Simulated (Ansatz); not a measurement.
Inside the gap of an insulator the Bloch states are evanescent, with a wavenumber k + iκ along the transport direction.

Here is the system:

```
CELL_PARAMETERS angstrom
      2.82967     0.00000     0.00000
      0.00000     2.82967     0.00000
      1.41484    -1.41484     2.00088
ATOMIC_POSITIONS crystal
  Li 0.00000 0.00000 0.00000
  F  0.50000 0.50000 0.00000
```

Space group of this cell: Fm-3m, rock salt. The cell is strained (all lengths scaled by 0.98); by r2SCAN its mean pressure is -0.7 GPa.

Transport runs along the normal of the first two printed cell vectors, the (001) plane of the conventional cell.

No gap correction and no spin-orbit coupling; mid-gap values are interpolated between computed energies.

Problem. Estimate the band gap and the smallest decay constant κ at mid-gap that r2SCAN run with Ansatz (a program for electronic structure) returns for this system.

Solution. Gap 10.24 eV on a 14×14×14 mesh; κ = 0.754 1/Å, at (0.500, 0.000) of the in-plane reciprocal vectors. At the zone centre, at the nearest computed energy, the slowest state has κ = 0.97 1/Å.
